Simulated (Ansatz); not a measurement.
Consider the energy change on adding Al2N2 to slab B from Al (fcc) and N2 (gas). Reaction: cell B + 2 Al (fcc) + N2 (gas) → cell A. Negative: the products are lower in energy.

Cell A: a stack of composition Mg4Al3N3O4 built on MgO (rock salt, Fm-3m) (100), with 8 atoms on that crystal's sites, 14 atoms, square cell of 3.01 Å (9.0 Å²), symmetry P4mm, 12.5 Å thick under 16 Å of vacuum, in-plane vectors held at the crystal's, which may strain the added film; planes from bottom to top: MgO × 4 | AlN × 3, its two faces unlike (dipole correction applied); against B it holds Al2N2 more, on a cell with two atoms a plane; spin state with PBE: run without spin, k-point mesh 15×15×1.
```
CELL_PARAMETERS angstrom
      3.00829     0.00000     0.00000
      0.00000     3.00829     0.00000
      0.00000     0.00000    28.39277
ATOMIC_POSITIONS crystal
  Mg 0.00000 0.00000 0.28250
  O  0.50000 0.50000 0.28076
  Mg 0.50000 0.50000 0.35640
  O  0.00000 0.00000 0.35671
  Mg 0.00000 0.00000 0.43154
  O  0.50000 0.50000 0.43146
  Mg 0.50000 0.50000 0.50642
  O  0.00000 0.00000 0.50671
  Al 0.00000 0.00000 0.57949
  N  0.50000 0.50000 0.57956
  Al 0.50000 0.50000 0.64921
  N  0.00000 0.00000 0.64861
  Al 0.00000 0.00000 0.71711
  N  0.50000 0.50000 0.71992
```

Cell B: a stack of composition Mg4AlNO4 built on MgO (rock salt, Fm-3m) (100), with 8 atoms on that crystal's sites, 10 atoms, square cell of 3.01 Å (9.0 Å²), symmetry P4mm, 8.5 Å thick under 16 Å of vacuum, in-plane vectors held at the crystal's, which may strain the added film; planes from bottom to top: MgO × 4 | AlN, its two faces unlike (dipole correction applied); spin state with PBE: run without spin, k-point mesh 15×15×1.
```
CELL_PARAMETERS angstrom
      3.00829     0.00000     0.00000
      0.00000     3.00829     0.00000
      0.00000     0.00000    24.45310
ATOMIC_POSITIONS crystal
  Mg 0.00000 0.00000 0.32802
  O  0.50000 0.50000 0.32601
  Mg 0.50000 0.50000 0.41384
  O  0.00000 0.00000 0.41418
  Mg 0.00000 0.00000 0.50103
  O  0.50000 0.50000 0.50102
  Mg 0.50000 0.50000 0.58834
  O  0.00000 0.00000 0.58817
  Al 0.00000 0.00000 0.67150
  N  0.50000 0.50000 0.67484
```

Reference: Al (fcc, Fm-3m), 1 atom in the cell, k-point mesh 26×26×26 on the run's own vectors. Conventional cell: a = 4.0410 Å, b = 4.0410 Å, c = 4.0410 Å, α = 90.00°, β = 90.00°, γ = 90.00°.

Reference: an isolated N2 molecule (singlet) in a box of 11 × 11 × 13 Å.

Plane-wave PAW calculations with Ansatz (an electronic-structure program), its PAW set soft_1, cutoff 420 eV, 500 eV for r2SCAN. The structures are at rest with PBE, within the held lattices; other levels are single points on them. Neutral cells; Fermi-Dirac smearing of at most 0.10 eV in the solids, energies taken to zero width. The lattices are those relaxed with PBE or held as stated, so at other levels the solids can be strained, which adds to the spread. A dispersion term (D3(BJ), or D4 for r2SCAN) was computed beside these levels and is taken off wherever the name lacks it. Static lattices, no vibrational contributions. No structure search was made; lower ones may exist. No correction for cell size. Cell A has symmetry P4mm and got no random move, so less symmetric positions, which may lie lower, weren't tried. Cell B has symmetry P4mm and got no random move, so less symmetric positions, which may lie lower, weren't tried.

Estimate the value that PBE returns for this input.

-4.75 eV, for cell B + 2 Al (fcc) + N2 (gas) → cell A.

What do the other levels give, and how wide is the spread?


```tsv
Functional	value (eV)	less PBE
r2SCAN	-5.73	-0.98
```

The levels span 0.98 eV, from r2SCAN (-5.73) to PBE (-4.75).
